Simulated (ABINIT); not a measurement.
## Several settings converged on In (I4/mmm, 1 atom in the cell)

```xyz
1
Lattice="-1.6299 1.6299 2.4824 1.6299 -1.6299 2.4824 1.6299 1.6299 -2.4824" Properties=species:S:1:pos:R:3 pbc="T T T"
In     0.0000     0.0000     0.0000
```

Base method: PBE, norm-conserving pseudopotentials (PseudoDojo nc-sr-05 PBE standard) (plane waves; ABINIT 10.0.3).

Base settings: pseudos = [In.upf]; ecut = 35 Ha; occopt = 3; tsmear = 0.1 eV; ngkpt = 7 7 7; nshiftk = 1; shiftk = 0 0 0; potentials = PseudoDojo nc-sr-05 PBE standard; nband = 12; kptopt = 1.

The count of work is k-points × plane waves × bands × iterations; it is no time. Core times come from one kind of shared machine, to one figure; runs under 30 s give none.

**Shifted k-point meshes**

In this ladder: shiftk = 0.5 0.5 0.5.

Only quantities that move along the ladder and can be compared are tabulated.

```csv
ngkpt,free energy less the last step's (meV/atom),pressure (GPa),count of work / last
2 2 2,1346.30,8.83,0.015
4 4 4,-29.86,1.06,0.056
6 6 6,16.01,1.50,0.14
8 8 8,11.87,1.80,0.29
13 13 13,0.00,1.64,1.0
```

Coarsest ngkpt that holds the pressure within 0.5 GPa of the last step, with all finer ones: 6 6 6, at 0.14 of the last step's count of work; the step before is off by 0.58 GPa.

Coarsest ngkpt that holds the free energy within 5 meV/atom: not settled: the last two steps still differ by 12 meV/atom, over half the tolerance, so the ladder does not show it.

**The k-point mesh at a smearing width of 0.3 eV**

In this ladder: tsmear = 0.3 eV.

Only quantities that move along the ladder and can be compared are tabulated.

| ngkpt | free energy less the last step's (meV/atom) | pressure (GPa) | count of work / last | core time / last (rough) |
|---|---|---|---|---|
| 5 5 5 | 13.61 | 2.47 | 0.091 | – |
| 7 7 7 | 1.99 | 1.76 | 0.20 | 0.1 |
| 11 11 11 | -0.09 | 1.94 | 0.64 | 0.4 |
| 13 13 13 | 0.00 | 1.94 | 1.0 | 1 |

Coarsest ngkpt that holds the pressure within 0.2 GPa of the last step, with all finer ones: 7 7 7, at 0.20 of the last step's count of work and about 0.1 of the last step's time; the step before is off by 0.52 GPa.

Coarsest ngkpt that holds the free energy within 0.5 meV/atom of the last step, with all finer ones: 11 11 11, at about 0.4 of the last step's time; the step before is off by 2.0 meV/atom.

On the base run: the starting cell has typed, rounded lattice constants, without a prior relaxation at this level. Its lattice was rescaled by up to half a per cent.
